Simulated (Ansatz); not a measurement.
Start from TiC in the rock salt structure (space group Fm-3m, No. 225; a = 4.2934 Å; relaxed with 0.1 eV smearing). Axes: x, y, z lie along the cube axes.

Level of theory: PBEsol (Ansatz, a first-principles code), scalar-relativistic without spin-orbit coupling.

For the base:

The pressure is 0.0 GPa and the shortest interatomic distance is 2.147 Å.

Perturbation: a pure shear with ε_xy = ε_yx = 0.0114, atoms relaxed at fixed cell.

Question: What happens to the energy relative to the base?

Answer: The energy goes up by 2.8 meV/atom.

Question: What happens to the pressure?

Answer: The pressure (mean of the normal stresses, compression positive) remains 0.0 GPa.

Question: What happens to the shortest interatomic distance?

Answer: The shortest interatomic distance is still 2.147 Å.

The cells carry an imposed strain or load. Whether these cells are dynamically stable was not tested. All final runs are without spin polarisation.
